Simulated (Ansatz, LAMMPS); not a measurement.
## Ge sphere of 99 atoms, radius 0.80 nm, coherent in Si, 6x6x6 cubic cells at the host's lattice parameter

Cell 32.82 × 32.82 × 32.82 Å, Si1629Ge99, 1728 atoms. Prepared with Tersoff's 1989 multicomponent potential (SiCGe.tersoff) (LAMMPS): minimisation. 

The numbers are results of PBE, support functions at accuracy medium on the grid of 370 eV (norm-conserving potentials; Ansatz, a program for electronic structure), not measurements.

Basis: localised support functions (accuracy medium) on a full density matrix. k-points: zone centre alone; occupations: Fermi-Dirac, 0.010 eV; spin polarisation not allowed. No spin-orbit coupling.

```json
{
  "energy over the perfect crystal(s), per atom": "4 meV/atom",
  "Kohn-Sham gap of the cell on its k-mesh": "0.46 eV",
  "weight_of_the_highest_filled_level_on_the_dot": "0.37",
  "weight_of_the_lowest_empty_level_on_the_dot": "0.02",
  "coordination (neighbours within 2.835 Å)": "100.0 % 4-fold",
  "Ge-Ge bonds, mean ± spread": "2.432 ± 0.007 Å",
  "Ge-Si bonds, mean ± spread": "2.397 ± 0.008 Å",
  "Si-Si bonds, mean ± spread": "2.365 ± 0.004 Å",
  "bond angles, mean ± spread": "109.5° ± 0.7°",
  "pressure": "0.57 GPa",
  "cost_of_the_final_run": "about 2.6 core-hours (a rough figure), 19 SCF iterations, 35 GiB"
}
```
